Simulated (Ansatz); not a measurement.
## AgCl: response to strain

Take AgCl in the rock salt structure (space group Fm-3m, No. 225; a = 5.447 Å) as the base.

Strains are applied to the cell and any free atomic positions relax.

All numbers come from PBEsol (Ansatz, an electronic-structure program), no spin-orbit coupling.

Candidates:
(a) isotropic strain +3.00 %
(b) isotropic strain +1.50 %
(c) isotropic strain −0.50 %

Notes on the quantities. energy relative to the base: free energy F.

Order them by energy relative to the base, lowest first.

(c) isotropic strain −0.50 % (+0.8 meV/atom), (b) isotropic strain +1.50 % (+6.8 meV/atom), (a) isotropic strain +3.00 % (+25 meV/atom)

Whether these cells are dynamically stable was not tested.
